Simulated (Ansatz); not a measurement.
# What biaxial strain −2.50 %, plane normal [001], relaxed out of plane does to Ag

Take Ag in the fcc (Cu type) structure (space group Fm-3m, No. 225; a = 4.1043 Å; relaxed with 0.1 eV smearing) as the base. Axes: x, y, z lie along the cube axes.

One thing is altered: compressive biaxial strain of 2.50 % in the plane normal to [001], as in epitaxy on a mismatched substrate; the out-of-plane cell vector and the atoms relax.

The values are results of DFT with r2SCAN, PAW potentials and a 500 eV plane-wave cutoff in Ansatz (a quantum-chemistry and plane-wave program), no spin-orbit coupling, not measurements. k-mesh 28×28×28 (Γ-centred); smearing 0.1 eV (Fermi–Dirac).

```tsv
quantity	base	changed	shift
volume per atom	17.28 Å³	17.03 Å³	-0.258 Å³
shortest interatomic distance	2.902 Å	2.830 Å	-0.0726 Å
energy relative to the base (free energy F)	0 meV/atom	+6.7 meV/atom	+6.7 meV/atom
pressure (mean of the normal stresses, compression positive)	0.0 GPa	1.8 GPa	+1.8 GPa
band gap	zero	zero	–
out-of-plane strain	–	+3.63 %	–
ratio −ε⊥/ε∥	–	1.45	–
mean in-plane stress (compression positive)	–	+2.7 GPa	–
```

Final structure (turned so that z lies along the plane normal):

```
Ag
1.0
    2.82961     0.00000     0.00000
    0.00000     2.82961     0.00000
    1.41481    -1.41481     2.12654
Ag
1
Direct
  0.00000   0.00000   0.00000
```

Whether these cells are dynamically stable was not tested.
